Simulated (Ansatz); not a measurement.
# Effect of W → Sb on W

Base system: W in the fcc (Cu type) structure (space group Fm-3m, No. 225; a = 3.998 Å).

Now apply this change: Sb takes the place of W on all its sites, then cell and atoms are relaxed.

The values are results of PBEsol (Ansatz, a first-principles code; PAW; 420 eV plane waves; no SOC), not measurements. k-mesh 17×17×17 (Γ-centred); smearing 0.05 eV (Fermi–Dirac), for the changed cell.

The space group stays Fm-3m (No. 225) and the band gap remains zero.

Final structure:

```yaml
crystal:
  lattice:
    - [0.00000, 2.35764, 2.35764]
    - [2.35764, 0.00000, 2.35764]
    - [2.35764, 2.35764, 0.00000]
  atoms:
    - { symbol: Sb, position: [0.00000, 0.00000, 0.00000] }
```

Cost of the whole job for the changed cell (relaxation, final SCF and bands): roughly 25 core-seconds.

Stability against distortions was not tested. All final runs are without spin polarisation. This is not the structure that Sb has at room temperature and ambient pressure. This is not the structure that W has at room temperature and ambient pressure.
